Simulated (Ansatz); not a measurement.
# A series of runs on Ga (P6_3/mmc, 4 atoms in the cell)

```
CELL_PARAMETERS angstrom
      3.00215     0.00000     0.00000
     -1.50108     2.59994     0.00000
      0.00000     0.00000     9.65945
ATOMIC_POSITIONS crystal
  Ga 0.00000 0.00000 0.00000
  Ga 0.00000 0.00000 0.50000
  Ga 0.33333 0.66667 0.25000
  Ga 0.66667 0.33333 0.75000
```

Base run A: PBEsol, default PAW files made with PBE (Ansatz, a first-principles code), self-consistent single point.

Its settings: kpoints.mp_grid.grid = 13 13 4; hamiltonian.xc = pbesol; hamiltonian.pseudopotentials = {kind: paw} (the program's default PAW files); scf.occupations.method = gaussian; scf.occupations.width = 0.05 eV.

The starting cell was generated: these elements placed on a structure prototype, without a prior relaxation; it need not be a known phase or ordering of this composition. Its lattice was rescaled by a random factor within 2.5 % of one. In the base run, with a pressure of about -3 GPa the cell is away from its equilibrium volume at this level. Ansatz's pressure includes its estimate of the finite-basis (Pulay) stress.

Runs:
- B: hamiltonian.xc: pbesol → lda [LDA (PW92)]
- C: hamiltonian.xc: pbesol → pbe [PBE]
- D: hamiltonian.xc: pbesol → rpbe [RPBE]
- E: hamiltonian.xc: pbesol → revpbe [revPBE]
- F: hamiltonian.xc: pbesol → blyp [BLYP]
- G: hamiltonian.xc: pbesol → r2scan [r2SCAN]

Q: What does run C change against A?

A: The pressure goes from -3.10 to 0.32 GPa.

Q: What does run B change against A?

A: The pressure goes from -3.10 to -4.86 GPa.

```
run  pressure (GPa)
---  --------------
A             -3.10
B             -4.86
C              0.32
D              2.11
E              1.62
F              5.95
G             -2.65
```

Keys are those of Ansatz 0.2.
